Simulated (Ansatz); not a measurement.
Base system: AlAs in the zinc blende structure (space group F-43m, No. 216; a = 5.728 Å).

Calculations: Kohn–Sham DFT with the PBE functional, run in Ansatz (a quantum-chemistry and plane-wave program) with PAW and 420 eV plane waves, scalar-relativistic without spin-orbit coupling.

For the base:

```
Property                              Value
---------------  --------------------------
Hole mass        0.11, 0.49, 0.49 mₑ (at Γ)
Volume per atom                    23.50 Å³
```

Now apply this change: N takes the place of As on all its sites, then cell and atoms are relaxed.

What does the calculation give for the hole mass after the change?

The hole mass (degenerate bands, along [100]) becomes 0.31, 1.5, 1.5 mₑ (at Γ) (base: 0.11, 0.49, 0.49 mₑ (at Γ)).

How does this affect the volume per atom?

The volume per atom drops by 12.83 Å³ to 10.67 Å³.

The levels and masses belong to the bands next to the band gap. Effective masses come from finite differences of ±0.01 Å⁻¹. No phonon test of stability was made. This is not the structure that AlN has at room temperature and ambient pressure.
